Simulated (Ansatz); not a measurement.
The starting structures come from a database of crystals and need not be the phases stable at ambient conditions.

 Where the default PAW files enter, the runs use the earlier of Ansatz's two default sets.

By PBEsol, the system below comes out a metal.

The ballistic (Sharvin) conductance counts the channels at the Fermi level: G/A = (e²/h) × channels of both spins per area.

Consider the following.

```yaml
crystal:
  lattice:
    - [5.47632, 0.00000, 0.00000]
    - [0.00000, 13.59733, 0.00000]
    - [0.00000, 6.79866, 3.92521]
  atoms:
    - { symbol: Hf, position: [0.25000, 0.00000, 0.74697] }
    - { symbol: Hf, position: [0.75000, 0.00000, 0.25303] }
    - { symbol: Hf, position: [0.75000, 0.74697, 0.25303] }
    - { symbol: Hf, position: [0.25000, 0.25303, 0.74697] }
    - { symbol: Hf, position: [0.25000, 0.74697, 0.50606] }
    - { symbol: Hf, position: [0.75000, 0.25303, 0.49394] }
    - { symbol: Hf, position: [0.50000, 0.66667, 0.00000] }
    - { symbol: Hf, position: [0.50000, 0.33333, 0.00000] }
    - { symbol: Hf, position: [0.00000, 0.33333, 0.00000] }
    - { symbol: Hf, position: [0.00000, 0.66667, 0.00000] }
    - { symbol: Si, position: [0.25000, 0.60930, 0.39070] }
    - { symbol: Si, position: [0.75000, 0.39070, 0.60930] }
    - { symbol: Si, position: [0.75000, 0.60930, 0.78140] }
    - { symbol: Si, position: [0.25000, 0.39070, 0.21860] }
    - { symbol: Si, position: [0.25000, 0.00000, 0.39070] }
    - { symbol: Si, position: [0.75000, 0.00000, 0.60930] }
```

Space group of this cell: P6_3/mcm. The cell is taken as given; by PBEsol its mean pressure is -2.1 GPa.

The current flows along the normal of the first two printed cell vectors, the (110) plane of the conventional cell. No spin-orbit coupling; the value is a mean over 0.1 eV about the Fermi level.

**Question.** Estimate the ballistic conductance per area that PBEsol in Ansatz (a program for electronic structure) returns for this system.

**Answer.** 0.27 × 10¹⁵ S/m² for both spins.
